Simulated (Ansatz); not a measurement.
Take FeGe in the rock salt structure (space group Fm-3m, No. 225; a = 5.0219 Å; ferromagnetic; a hypothetical phase, not in the database extracts checked) as the base.

All numbers come from Ansatz (an electronic-structure program) r2SCAN, no spin-orbit coupling.

Base values:

```
Property                     Value
-------------------  -------------
Volume per atom           15.83 Å³
Largest site moment        2.97 μB
Magnetic state       ferromagnetic
```

The change: a hydrostatic pressure of 1.8 GPa.

Problem. Predict the new volume per atom, largest site moment and magnetic state.

Solution. The volume per atom decreases by 0.31 Å³ to 15.52 Å³; the largest site moment falls by 0.05 μB, from 2.97 μB to 2.92 μB; the magnetic state stays ferromagnetic.

Other magnetic orders, which the real material may have, were not ruled out. Load acts through the strain it causes; cell and atoms are relaxed under it. Stability against distortions was not tested.
